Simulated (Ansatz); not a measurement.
For SeS (Fm-3m, No. 225; start mp-2559), LDA (Ansatz, a program for electronic structure, PAW) gives:

- equilibrium lattice constant a: 5.307 Å
- bulk modulus B0: 93.7 GPa
- cohesive energy: 3.49 eV/atom

Task: What does PBE (plane waves, PAW; Ansatz) give for the same quantities?

Result: 
- lattice constant a: 5.422 Å (grows by 2.2 %)
- bulk modulus: 77.2 GPa (drops by 18 %)
- cohesive energy: 2.46 eV/atom (decreases by 1.03 eV/atom)

Changes are worked out from the printed values.

Unless a cell is named, each level is at its own relaxed cell (LDA 18.69, PBE 19.93 Å³/atom).

Caveats: the bulk modulus is −V dP/dV from two relaxed cells at ±2 % in volume (LDA, PBE); the relaxation could not lower the start's symmetry, so the cell can be a saddle point above a distorted one (LDA, PBE). Ansatz's density-functional and Hartree–Fock values are scalar-relativistic unless marked +SOC, with PAW data made under PBE.

A start named mp-… is a Materials Project structure, which can be a computed phase never made.
